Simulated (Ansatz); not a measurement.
ZnS (F-43m), r2SCAN with spin-orbit coupling, rigid bands (Ansatz, a quantum-chemistry and plane-wave program): Condition of this run: hydrostatic pressure 2 GPa (the target of the relaxation). band gap 2.79 eV, N_c = 2.32e18 cm⁻³ and N_v = 5.18e19 cm⁻³ at 300 K, conductivity masses of 0.209 mₑ (electrons) and 0.844 mₑ (holes). Take k_BT = 0.02585 eV.

What thermal injection velocity √(2k_BT/πm) limits a ballistic channel?

1.18e7 cm/s for electrons and 5.86e6 cm/s for holes, a ratio of √(m_h/m_e) = 2.01, for dilute carriers.

Find the intrinsic carrier density and the intrinsic Fermi level.

n_i = √(N_c N_v) exp(−E_g/2k_BT) = 1.10e19 × exp(−53.96) = 4.0e-5 cm⁻³. The level lies (k_BT/2) ln(N_v/N_c) = 40 meV from mid-gap (positive towards the conduction band). Each 0.1 eV added to the gap lowers n_i by a factor of 6.9.

A film of it is 8 nm thick. Estimate the confinement energies in an infinite well.

ħ²π²/(2m t²) = 0.376 eV·nm²/(m/mₑ × t²) gives 28.1 meV for electrons and 6.96 meV for holes, so the gap would widen to about 2.83 eV. Finite barriers and nonparabolic bands lower this, and with several valleys or bands the heaviest mass along the normal sets the lowest level, not this average.

Rigid, parabolic bands with the computed gap; masses take one relaxation time for all states.
